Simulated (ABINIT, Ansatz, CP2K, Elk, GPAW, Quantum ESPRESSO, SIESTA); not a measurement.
## Code comparison for ScGaCu (P-1, 6 atoms in the cell)

Self-consistent single point, at a second geometry (lattice scaled by 0.98). First geometry:

```
ScGaCu
1.0
    4.15012     0.00000     0.00000
    2.07450     4.85626     0.00000
    2.06856    -0.56071     4.90049
Sc Ga Cu
2 2 2
Direct
  0.75589   0.77905   0.70765
  0.24411   0.22095   0.29235
  0.04825   0.78341   0.11932
  0.95175   0.21659   0.88068
  0.54290   0.62128   0.29271
  0.45710   0.37872   0.70729
```

Shared settings, as Ansatz (an electronic-structure program) writes them: kpoints.mp_grid.grid = 5 3 3; scf.occupations.method = fermi_dirac; scf.occupations.width = 0.136 eV. Potentials and cutoffs stand in the table.

```json
[
 {"code": "ABINIT", "model": "PBEsol, PAW (JTH v2.0 PBE PAW, files made for PBE)", "ΔF from the first geometry (meV/atom)": "6.8", "pressure (GPa)": "4.54", "largest force (eV/Å)": "0.150", "cutoff": "60 Ry"},
 {"code": "Quantum ESPRESSO", "model": "PBEsol, PSlibrary PAW (PBE) pseudopotentials", "ΔF from the first geometry (meV/atom)": "6.1", "pressure (GPa)": "4.20", "largest force (eV/Å)": "0.148", "cutoff": "70 Ry"},
 {"code": "SIESTA", "model": "GGA PBEsol, numerical atomic orbitals DZP, PseudoDojo PBEsol standard norm-conserving potentials (rewritten from UPF to PSML)", "ΔF from the first geometry (meV/atom)": "-4.4", "pressure (GPa)": "2.87", "largest force (eV/Å)": "0.217", "cutoff": "grid 350 Ry"},
 {"code": "Ansatz", "model": "PBEsol, PAW files made with PBE", "ΔF from the first geometry (meV/atom)": "5.8", "pressure (GPa)": "4.47", "largest force (eV/Å)": "0.147", "cutoff": "default"},
 {"code": "GPAW", "model": "PBEsol, GPAW PAW datasets PBEsol (made by gpaw-setup)", "ΔF from the first geometry (meV/atom)": "12.2", "pressure (GPa)": "5.52", "largest force (eV/Å)": "0.158", "cutoff": "850 eV"},
 {"code": "Elk", "model": "PBEsol, all-electron FP-LAPW, Elk's shipped species files, APW+lo basis with extra local orbitals", "ΔF from the first geometry (meV/atom)": "4.5", "pressure (GPa)": "–", "largest force (eV/Å)": "–", "cutoff": "rgkmax 7.5"},
 {"code": "CP2K", "model": "PBEsol, GPW, DZVP-MOLOPT-SR-GTH basis, GTH-PBE potentials (GTH_POTENTIALS)", "ΔF from the first geometry (meV/atom)": "10.8", "pressure (GPa)": "5.42", "largest force (eV/Å)": "0.147", "cutoff": "grid 600 Ry"}
]
```

Size of the force on each atom (eV/Å): Sizes of forces hide their directions.

```json
[
 {"code": "ABINIT", "Sc1": "0.150", "Sc2": "0.150", "Ga3": "0.033", "Ga4": "0.033", "Cu5": "0.076", "Cu6": "0.076"},
 {"code": "Quantum ESPRESSO", "Sc1": "0.148", "Sc2": "0.148", "Ga3": "0.035", "Ga4": "0.035", "Cu5": "0.082", "Cu6": "0.082"},
 {"code": "SIESTA", "Sc1": "0.165", "Sc2": "0.165", "Ga3": "0.048", "Ga4": "0.048", "Cu5": "0.217", "Cu6": "0.217"},
 {"code": "Ansatz", "Sc1": "0.147", "Sc2": "0.147", "Ga3": "0.032", "Ga4": "0.032", "Cu5": "0.076", "Cu6": "0.076"},
 {"code": "GPAW", "Sc1": "0.158", "Sc2": "0.158", "Ga3": "0.024", "Ga4": "0.024", "Cu5": "0.127", "Cu6": "0.127"},
 {"code": "CP2K", "Sc1": "0.147", "Sc2": "0.147", "Ga3": "0.076", "Ga4": "0.076", "Cu5": "0.043", "Cu6": "0.043"}
]
```

A dash marks a value that a program does not give, or that is left out as unsure.

On Ansatz's run: spin polarisation is off.

The spread over the programs that give each value: ΔF from the first geometry within 16.6 meV/atom; pressure within 2.65 GPa; largest force within 0.070 eV/Å.

SIESTA and CP2K use small atom-centred bases, whose incompleteness enters pressures, forces and empty levels differently from a plane-wave cutoff. Elk treats all electrons, but the usual bases taken here (sphere radii, linearisation, local orbitals, empty states) were not tested for convergence, so the values are no reference for the others. Ansatz's pressure is given at a fixed set of plane waves, as the other plane-wave codes print theirs; with its correction for the finite basis it is 4.51 GPa. In the pressure, SIESTA (by 1.64) and GPAW (by 1.01) lie more than 1 GPa from the median of the plane-wave programs. In the force vectors, SIESTA (by 0.140) lies more than 0.08 eV/Å from the median of the plane-wave programs.

The shared mesh is coarse (it stands for a supercell whose shortest vector is 16 Å), so the values are not converged in it.

The starting cell comes from a database of computed structures (which also holds hypothetical and non-ambient phases and stackings), without a prior relaxation at this level. For this run, on top of that: lattice scaled by 0.98.

Left out of this page: FLEUR (with a known weakness of the program).

Keys are those of Ansatz 0.2.
